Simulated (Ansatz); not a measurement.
**Tm in the hcp (Mg type) structure (space group P6_3/mmc, No. 194; ferromagnetic)**

```xyz
2
Lattice="3.6680 0.0000 0.0000 -1.8340 3.1766 0.0000 0.0000 0.0000 5.9693" Properties=species:S:1:pos:R:3 pbc="T T T"
Tm     0.0000     2.1177     4.4769
Tm     1.8340     1.0589     1.4923
```

Level of theory: PBE (Ansatz, a quantum-chemistry and plane-wave program), no SOC. Settings: 15×15×8 k-points, 0.05 eV Fermi–Dirac smearing.

```yaml
volume_per_atom: 34.78 Å³
density: 8.07 g/cm³
magnetic_state: ferromagnetic
total_energy: -12911.538 eV/atom (σ→0; compares only within this code and set-up)
```

The magnetic state is the one reached from the starting moments; the real material's order can differ, and small cells can't hold many antiferromagnetic ones. The 4f electrons are in the valence with no U and their state was not checked, so volumes and moments can be off. No phonon test of stability was made.
